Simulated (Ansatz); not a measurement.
The starting structures come from a database of crystals and need not be the phases stable at ambient conditions.

Tunnelling through a barrier is set by its complex band structure: the current falls as exp(−2κd) with the smallest κ.

```
CELL_PARAMETERS angstrom
      3.32019     0.00000     0.00000
      0.00000     6.45744     0.00000
      0.00000     0.00000     5.63274
ATOMIC_POSITIONS crystal
  Zr 0.75000 0.89158 0.75154
  Zr 0.25000 0.10842 0.24846
  Zr 0.25000 0.39158 0.74846
  Zr 0.75000 0.60842 0.25154
  O  0.25000 0.65924 0.97802
  O  0.75000 0.34076 0.02198
  O  0.75000 0.15924 0.52198
  O  0.25000 0.84076 0.47802
  O  0.25000 0.07650 0.86074
  O  0.75000 0.92350 0.13926
  O  0.75000 0.57650 0.63926
  O  0.25000 0.42350 0.36074
```

Space group of this cell: Pnma. The cell is strained (lengths across the current scaled by 0.98, ions clamped); by r2SCAN its mean pressure is 1.7 GPa.

Transport runs along the normal of the first two printed cell vectors.

No gap correction and no spin-orbit coupling; mid-gap values are interpolated between computed energies.

Q: Estimate the band gap and the smallest decay constant κ at mid-gap that r2SCAN run with Ansatz (an electronic-structure program) returns for this system.

A: Gap 3.32 eV on a 10×6×6 mesh; κ = 0.467 1/Å, at the zone centre.
